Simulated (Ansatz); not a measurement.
The parent structure is MgB2 (space group P6/mmm, No. 191; a = 3.075 Å, c = 3.525 Å; relaxed with 0.1 eV smearing). Axes: x lies along a and z along c of the hexagonal cell.

The values are results of PBE (Ansatz, a first-principles code), no spin-orbit coupling, not measurements.

For the base:

The pressure is 0.0 GPa and the volume per atom is 9.62 Å³.

Modification: biaxial strain −0.50 %, plane normal [001], relaxed out of plane (Cartesian); in-plane vectors clamped, the third vector and the atoms free.

Problem. Estimate the effect on the pressure and volume per atom.

Solution. The pressure (mean of the normal stresses, compression positive) goes from zero to 1.6 GPa; the volume per atom drops by 0.08 Å³, from 9.62 Å³ to 9.54 Å³.

Stability against distortions was not tested. The final runs are not spin-polarised.
